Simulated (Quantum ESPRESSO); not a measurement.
A self-consistent single point of Nb (Im-3m, 1 atom in the cell) with Quantum ESPRESSO.

Computed with PBE, spin-orbit coupling, PseudoDojo fully relativistic norm-conserving (PBE) pseudopotentials (plane waves; Quantum ESPRESSO).

```
Nb
1.0
    1.65649     1.65649     1.65649
   -1.65649     1.65649     1.65649
   -1.65649    -1.65649     1.65649
Nb
1
Direct
  0.00000   0.00000   0.00000
```

Reference input (self-consistent single point, DFT, PBE, plane waves, PseudoDojo standard norm-conserving (PBE) pseudopotentials): ecutwfc = 85 Ry; occupations = smearing; smearing = fd; degauss = 0.0036749 Ry; potentials = {Nb: Nb.upf}; K_POINTS = automatic 9 9 9 0 0 0; conv_thr = 1e-11 Ry; mixing_beta = 0.7. This run's input differs from it in these lines:

```diff
@@ -17,2 +17,4 @@
     degauss = 0.0036749
+    noncolin = .true.
+    lspinorb = .true.
 /
```

Its files differ too (potentials: PseudoDojo fully relativistic norm-conserving (PBE)).

The program printed (abridged):

```
     Self-consistent Calculation

     iteration #  1     ecut=    85.00 Ry     beta= 0.70

     Threshold (ethr) on eigenvalues was too large:
     Diagonalizing with lowered threshold

     total energy              =    -124.55496034 Ry
     estimated scf accuracy    <       0.08605660 Ry

     iteration #  2     ecut=    85.00 Ry     beta= 0.70

     total energy              =    -124.57334792 Ry
     estimated scf accuracy    <       0.00475371 Ry

     iteration #  3     ecut=    85.00 Ry     beta= 0.70

     total energy              =    -124.57421435 Ry
     estimated scf accuracy    <       0.00014952 Ry

   [... 4 blocks of this kind left out ...]

     iteration #  8     ecut=    85.00 Ry     beta= 0.70

     total energy              =    -124.57422168 Ry
     estimated scf accuracy    <          2.8E-11 Ry

     iteration #  9     ecut=    85.00 Ry     beta= 0.70
     End of self-consistent calculation

     the Fermi energy is    17.8026 ev

!    total energy              =    -124.57422168 Ry
     estimated scf accuracy    <          3.2E-12 Ry
     smearing contrib. (-TS)   =      -0.00089122 Ry
     internal energy E=F+TS    =    -124.57333046 Ry

     convergence has been achieved in   9 iterations

     Forces acting on atoms (cartesian axes, Ry/au):

     atom    1 type  1   force =     0.00000000    0.00000000    0.00000000

     Total force =     0.000000     Total SCF correction =     0.000000

          total   stress  (Ry/bohr**3)                   (kbar)     P=       -4.05
  -0.00002753   0.00000000  -0.00000000           -4.05        0.00       -0.00
   0.00000000  -0.00002753   0.00000000            0.00       -4.05        0.00
  -0.00000000   0.00000000  -0.00002753           -0.00        0.00       -4.05

   JOB DONE.
```

The run converged in 9 iterations. Against the reference run the pressure goes from -0.57 to -0.40 GPa.

The starting cell comes from a database of computed structures (which also holds hypothetical and non-ambient phases and stackings), without a prior relaxation at this level. Its lattice was rescaled by a random factor within 2.5 % of one.

Cost on one core of a shared machine: roughly 50 s.
